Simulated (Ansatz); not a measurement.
We look at the energy of the reaction as written. Reaction: cell B + 9/2 O2 (gas) → cell A. The sign is products less reactants.

Cell A: a slab of Ti (hcp, P6₃/mmc) cut along (0001), 55 atoms, hexagonal cell of 8.82 Å (67.4 Å²), symmetry P3m1 within 0.02 Å, 11.3 Å thick under 16 Å of vacuum, in-plane vectors held at the crystal's; planes from bottom to top: Ti9 × 5 | O9 | H; added, foreign or displaced atoms, above the top plane: O bound to 3 Ti at 1.90 Å; six times O bound to 3 Ti at 1.88–1.97 Å; OH bound through O to 3 Ti at 2.09 Å; O bound to 3 Ti at 1.92 Å; spin state with PBE: run without spin, k-point mesh 5×5×1.
```yaml
crystal:
  lattice:
    - [8.81874, 0.00000, 0.00000]
    - [4.40937, 7.63725, 0.00000]
    - [0.00000, 0.00000, 27.26462]
  atoms:
    - { symbol: Ti, position: [0.99971, 0.99971, 0.29565] }
    - { symbol: Ti, position: [0.33391, 0.99971, 0.29565] }
    - { symbol: Ti, position: [0.66677, 0.99979, 0.29573] }
    - { symbol: Ti, position: [0.99971, 0.33391, 0.29565] }
    - { symbol: Ti, position: [0.33361, 0.33361, 0.29504] }
    - { symbol: Ti, position: [0.66611, 0.33361, 0.29504] }
    - { symbol: Ti, position: [0.99979, 0.66677, 0.29573] }
    - { symbol: Ti, position: [0.33361, 0.66611, 0.29504] }
    - { symbol: Ti, position: [0.66677, 0.66677, 0.29573] }
    - { symbol: Ti, position: [0.88832, 0.22251, 0.37505] }
    - { symbol: Ti, position: [0.22251, 0.22251, 0.37505] }
    - { symbol: Ti, position: [0.55543, 0.22246, 0.37504] }
    - { symbol: Ti, position: [0.88887, 0.55560, 0.37562] }
    - { symbol: Ti, position: [0.22246, 0.55543, 0.37504] }
    - { symbol: Ti, position: [0.55543, 0.55543, 0.37504] }
    - { symbol: Ti, position: [0.88887, 0.88887, 0.37562] }
    - { symbol: Ti, position: [0.22251, 0.88832, 0.37505] }
    - { symbol: Ti, position: [0.55560, 0.88887, 0.37562] }
    - { symbol: Ti, position: [0.99924, 0.99924, 0.46336] }
    - { symbol: Ti, position: [0.33486, 0.99924, 0.46336] }
    - { symbol: Ti, position: [0.66747, 0.99840, 0.46391] }
    - { symbol: Ti, position: [0.99924, 0.33486, 0.46336] }
    - { symbol: Ti, position: [0.33337, 0.33337, 0.46161] }
    - { symbol: Ti, position: [0.66659, 0.33337, 0.46161] }
    - { symbol: Ti, position: [0.99840, 0.66747, 0.46391] }
    - { symbol: Ti, position: [0.33337, 0.66659, 0.46161] }
    - { symbol: Ti, position: [0.66747, 0.66747, 0.46391] }
    - { symbol: Ti, position: [0.89197, 0.22068, 0.54694] }
    - { symbol: Ti, position: [0.22068, 0.22068, 0.54694] }
    - { symbol: Ti, position: [0.55686, 0.21960, 0.54659] }
    - { symbol: Ti, position: [0.89001, 0.55332, 0.54916] }
    - { symbol: Ti, position: [0.21960, 0.55686, 0.54659] }
    - { symbol: Ti, position: [0.55686, 0.55686, 0.54659] }
    - { symbol: Ti, position: [0.89001, 0.89001, 0.54916] }
    - { symbol: Ti, position: [0.22068, 0.89197, 0.54694] }
    - { symbol: Ti, position: [0.55332, 0.89001, 0.54916] }
    - { symbol: Ti, position: [0.00000, 0.00000, 0.64153] }
    - { symbol: Ti, position: [0.33333, 0.00000, 0.64153] }
    - { symbol: Ti, position: [0.66507, 0.00318, 0.64182] }
    - { symbol: Ti, position: [0.00000, 0.33333, 0.64153] }
    - { symbol: Ti, position: [0.33140, 0.33140, 0.63012] }
    - { symbol: Ti, position: [0.67054, 0.33140, 0.63012] }
    - { symbol: Ti, position: [0.00318, 0.66507, 0.64182] }
    - { symbol: Ti, position: [0.33140, 0.67054, 0.63012] }
    - { symbol: Ti, position: [0.66507, 0.66507, 0.64182] }
    - { symbol: O, position: [0.11111, 0.11111, 0.67308] }
    - { symbol: O, position: [0.44128, 0.11783, 0.67076] }
    - { symbol: O, position: [0.77422, 0.11783, 0.67076] }
    - { symbol: O, position: [0.11783, 0.44128, 0.67076] }
    - { symbol: O, position: [0.44444, 0.44444, 0.67311] }
    - { symbol: O, position: [0.77422, 0.44128, 0.67076] }
    - { symbol: O, position: [0.11783, 0.77422, 0.67076] }
    - { symbol: O, position: [0.44128, 0.77422, 0.67076] }
    - { symbol: O, position: [0.77778, 0.77778, 0.67298] }
    - { symbol: H, position: [0.44444, 0.44444, 0.70880] }
```

Cell B: a slab of Ti (hcp, P6₃/mmc) cut along (0001), 46 atoms, hexagonal cell of 8.82 Å (67.4 Å²), symmetry P3m1 within 0.02 Å, 10.2 Å thick under 16 Å of vacuum, in-plane vectors held at the crystal's; planes from bottom to top: Ti9 × 5 | H; added, foreign or displaced atoms, above the top plane: H bound to 3 Ti at 1.98 Å; spin state with PBE: run without spin, k-point mesh 5×5×1.
```xyz
46
Lattice="8.8187 0.0000 0.0000 4.4094 7.6372 0.0000 0.0000 0.0000 26.2633" Properties=species:S:1:pos:R:3 pbc="T T T"
Ti    -0.0003    -0.0002     8.1067
Ti     2.9399    -0.0002     8.1067
Ti     5.8792     0.0001     8.1071
Ti    10.2885     2.5461     8.1067
Ti     4.4095     2.5458     8.1089
Ti     7.3488     2.5458     8.1089
Ti    11.7584     5.0914     8.1071
Ti     5.8792     5.0914     8.1089
Ti     8.8186     5.0914     8.1071
Ti     8.8186     1.6972    10.2809
Ti     2.9397     1.6972    10.2809
Ti     5.8792     1.6965    10.2834
Ti    10.2885     4.2431    10.2809
Ti     4.4088     4.2433    10.2834
Ti     7.3495     4.2433    10.2834
Ti    11.7581     6.7886    10.2809
Ti     5.8792     6.7885    10.2809
Ti     8.8189     6.7886    10.2809
Ti    -0.0005    -0.0003    12.6506
Ti     2.9401    -0.0003    12.6506
Ti     5.8792     0.0008    12.6524
Ti    10.2885     2.5463    12.6506
Ti     4.4097     2.5460    12.6595
Ti     7.3486     2.5460    12.6595
Ti    11.7590     5.0911    12.6524
Ti     5.8792     5.0911    12.6595
Ti     8.8181     5.0911    12.6524
Ti     8.8151     1.6993    15.0202
Ti     2.9432     1.6993    15.0202
Ti     5.8792     1.6985    15.0376
Ti    10.2885     4.2399    15.0184
Ti     4.4105     4.2423    15.0376
Ti     7.3478     4.2423    15.0376
Ti    11.7609     6.7902    15.0184
Ti     5.8792     6.7845    15.0202
Ti     8.8161     6.7902    15.0184
Ti     0.0036     0.0021    17.1949
Ti     2.9360     0.0021    17.1949
Ti     5.8792    -0.0138    17.1919
Ti    10.2885     2.5416    17.1949
Ti     4.4328     2.5593    17.2332
Ti     7.3255     2.5593    17.2332
Ti    11.7464     5.0984    17.1919
Ti     5.8792     5.0645    17.2332
Ti     8.8307     5.0984    17.1919
H      5.8792     3.3943    18.3054
```

Reference: an isolated O2 molecule (triplet) in a box of 11 × 11 × 13 Å.

All numbers come from Ansatz (a first-principles code), plane waves with PAW, its PAW set soft_1, cutoff 420 eV, 500 eV for r2SCAN. The structures are at rest with PBE, within the held lattices; other levels are single points on them. Neutral cells; Fermi-Dirac smearing of at most 0.10 eV in the solids, energies taken to zero width. The lattices are those relaxed with PBE, so at other levels the solids can be strained, which adds to the spread. Larger cells are relaxed from a start prepared with the learned potential CHGNet, on a coarser mesh till forces fall under 0.03 eV/Å, which some starts already meet. A dispersion term (D3(BJ), or D4 for r2SCAN) was computed beside these levels and is taken off wherever the name lacks it. Space groups of crystals are read within 0.01 Å. Static lattices, no vibrational contributions. The structures are the rest points that the relaxations reached, not proven lowest. No correction for cell size. Cell A has symmetry P3m1 within 0.02 Å and got no random move, so less symmetric positions, which may lie lower, weren't tried. Cell B has symmetry P3m1 within 0.02 Å and got no random move, so less symmetric positions, which may lie lower, weren't tried.

Task: Give the value at the level PBE.

Result: -46.24 eV, for cell B + 9/2 O2 (gas) → cell A.

Task: What do the other levels give, and how wide is the spread?

Result: 
| Method | value (eV) | less PBE |
|---|---|---|
| r2SCAN | -50.31 | -4.07 |

The levels shown span 4.07 eV, from r2SCAN (-50.31) to PBE (-46.24).
